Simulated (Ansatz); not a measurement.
Cell A: Si (diamond, Fd-3m), 2 atoms in the cell, k-point mesh 10×10×10 on the run's own vectors.
```cif
data_Si2
_chemical_formula_sum 'Si2'
_space_group_name_H-M_alt 'P 1'
_space_group_IT_number 1
_cell_length_a 3.86787
_cell_length_b 3.86787
_cell_length_c 3.86787
_cell_angle_alpha 60.000
_cell_angle_beta 60.000
_cell_angle_gamma 60.000
loop_
_space_group_symop_operation_xyz
  'x, y, z'
loop_
_atom_site_label
_atom_site_type_symbol
_atom_site_fract_x
_atom_site_fract_y
_atom_site_fract_z
_atom_site_occupancy
Si1 Si 0.75000 0.75000 0.75000 1
Si2 Si 0.50000 0.50000 0.50000 1
```

Cell B: GaN (wurtzite, P6₃mc), 4 atoms in the cell, k-point mesh 12×12×8 on the run's own vectors.
```yaml
crystal:
  lattice:
    - [3.21837, 0.00000, 0.00000]
    - [-1.60919, 2.78719, 0.00000]
    - [0.00000, 0.00000, 5.24316]
  atoms:
    - { symbol: Ga, position: [0.66667, 0.33333, 0.49913] }
    - { symbol: Ga, position: [0.33333, 0.66667, 0.99913] }
    - { symbol: N, position: [0.66667, 0.33333, 0.87587] }
    - { symbol: N, position: [0.33333, 0.66667, 0.37587] }
```

Cell C: Si3N4 (P6₃/m), 14 atoms in the cell, k-point mesh 12×6×6 on the run's own vectors.
```cif
data_N8Si6
_chemical_formula_sum 'Si6 N8'
_space_group_name_H-M_alt 'P 1'
_space_group_IT_number 1
_cell_length_a 2.92640
_cell_length_b 7.66369
_cell_length_c 7.66369
_cell_angle_alpha 120.000
_cell_angle_beta 90.000
_cell_angle_gamma 90.000
loop_
_space_group_symop_operation_xyz
  'x, y, z'
loop_
_atom_site_label
_atom_site_type_symbol
_atom_site_fract_x
_atom_site_fract_y
_atom_site_fract_z
_atom_site_occupancy
Si1 Si 0.75000 0.23109 0.82498 1
Si2 Si 0.25000 0.76891 0.17502 1
Si3 Si 0.25000 0.40610 0.23109 1
Si4 Si 0.75000 0.59390 0.76891 1
Si5 Si 0.75000 0.17502 0.40610 1
Si6 Si 0.25000 0.82498 0.59390 1
N1 N 0.75000 0.33333 0.66667 1
N2 N 0.25000 0.66667 0.33333 1
N3 N 0.75000 0.96916 0.67000 1
N4 N 0.25000 0.03084 0.33000 1
N5 N 0.25000 0.29917 0.96916 1
N6 N 0.75000 0.70083 0.03084 1
N7 N 0.75000 0.33000 0.29917 1
N8 N 0.25000 0.67000 0.70083 1
```

Cell D: AlN (wurtzite, P6₃mc), 4 atoms in the cell, k-point mesh 12×12×8 on the run's own vectors.
```cif
data_Al2N2
_chemical_formula_sum 'Al2 N2'
_space_group_name_H-M_alt 'P63mc'
_space_group_IT_number 186
_space_group_name_Hall 'P 6c -2c'
_cell_length_a 3.13021
_cell_length_b 3.13021
_cell_length_c 5.01804
_cell_angle_alpha 90.000
_cell_angle_beta 90.000
_cell_angle_gamma 120.000
loop_
_atom_site_label
_atom_site_type_symbol
_atom_site_symmetry_multiplicity
_atom_site_Wyckoff_symbol
_atom_site_fract_x
_atom_site_fract_y
_atom_site_fract_z
_atom_site_occupancy
Al1 Al 2 b 0.66667 0.33333 0.49923 1
N1 N 2 b 0.33333 0.66667 0.38077 1
```

All numbers come from Ansatz (a program for electronic structure), plane waves with PAW, its default PAW set, cutoff 420 eV. The structures are at rest with PBE; other levels are single points on them. HSE06 runs on coarser k-point meshes, which give the PBE gaps of the finer ones within 0.03 eV. Neutral cells; Fermi-Dirac smearing of at most 0.05 eV in the solids, energies taken to zero width. The lattices are those relaxed with PBE, so at other levels the solids can be strained. No structure search was made; lower ones may exist. The runs are scalar-relativistic, without spin-orbit coupling. A dispersion term ran beside these levels; it doesn't touch the electrons. Gaps are highest filled to lowest empty Kohn-Sham level on the run's k-point mesh, states of defects and surfaces included; edges off the mesh make the true gap smaller, and under 0.08 eV counts as none.

Question: Rank these by band gap (eV) (highest first), as HSE06 gives it.

Answer: C (5.70), D (5.38), B (2.94), A (1.17)
